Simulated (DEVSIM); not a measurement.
# abrupt InP p-n junction

System: abrupt InP p-n junction, at 300 K.

```tsv
layer (left to right)	material	thickness (μm)	Nd (cm⁻³)	Na (cm⁻³)	τn (s)	τp (s)
1	InP	1.80	-	4.9e15	3e-9	3e-9
2	InP	37.0	1.2e14	-	3e-9	9e-9
```

Left contact: ohmic. Right contact: ohmic. Voltage is applied to the left contact. Recombination: SRH at mid-gap. Mobility is μmin + (μ − μmin)/(1 + (N/Nref)^α).

Constants are typed, rounded textbook-type inputs, not results; the design itself was drawn at random and stands for no fabricated device. Values at 300 K.

| parameter | InP |
|---|---|
| gap (eV) | 1.344 |
| affinity (eV) | 4.38 |
| permittivity | 12.5 |
| Nc (cm⁻³) | 5.7e17 |
| Nv (cm⁻³) | 1.1e19 |
| μn (cm²/Vs) | 5200 |
| μp (cm²/Vs) | 170 |
| μn,min | 400 |
| μp,min | 10 |
| Nref,n | 3e17 |
| Nref,p | 4.9e17 |
| αn | 0.47 |
| αp | 0.62 |

Simulated with DEVSIM: 1D drift-diffusion, Boltzmann statistics, complete ionisation; no tunnelling, impact ionisation, image-force lowering or self-heating.

The potential step across the device at zero bias is 0.926 V and the largest field in the device at zero bias is 6000 V/cm. The dark forward voltage at 1 A/cm² comes out as 0.880 V.

Dark forward current:

(V (V), J (A/cm²)): (0.05, 7.9e-9); (0.15, 8.4e-8); (0.25, 6.5e-7); (0.35, 5.0e-6); (0.40, 1.4e-5); (0.50, 0.00012); (0.60, 0.0011); (0.70, 0.013); (0.80, 0.21); (0.90, 1.4); (0.95, 2.3); (1.05, 4.7); (1.15, 7.5); (1.25, 10); (1.35, 13); (1.45, 17); (1.50, 18); (1.60, 22); (1.70, 25); (1.80, 29)

Dark reverse current:

```csv
V (V),J (A/cm²)
-0.20,-1.0e-8
-0.50,-2.0e-8
-1.00,-3.4e-8
-1.50,-4.5e-8
-2.00,-5.5e-8
-3.00,-7.2e-8
-4.00,-8.6e-8
-5.00,-9.9e-8
-6.50,-1.2e-7
-8.00,-1.3e-7
-10.00,-1.5e-7
```
